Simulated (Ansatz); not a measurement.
For zinc-blende LiCl (model structure), LDA in Ansatz (plane waves, PAW) gives:

lattice constant a: 5.324 Å
formation enthalpy: -1.998 eV/atom

Q: What does r²SCAN in Ansatz (plane waves, PAW) give for the same quantities?

A: 
- lattice constant a: 5.467 Å (grows by 2.7 %)
- formation enthalpy: -2.065 eV/atom (moves by -0.067 eV/atom)

Changes are worked out from the printed values.

Unless a cell is named, each level is at its own relaxed cell (LDA 18.86, r²SCAN 20.43 Å³/atom).

Ansatz's density-functional and Hartree–Fock values are scalar-relativistic unless marked +SOC, with PAW data made under PBE.

A model structure was made by putting elements into a prototype or built by hand; it is no filed structure, need not be a known phase, and can be a saddle point held by its symmetry.

Ansatz is an electronic-structure program.
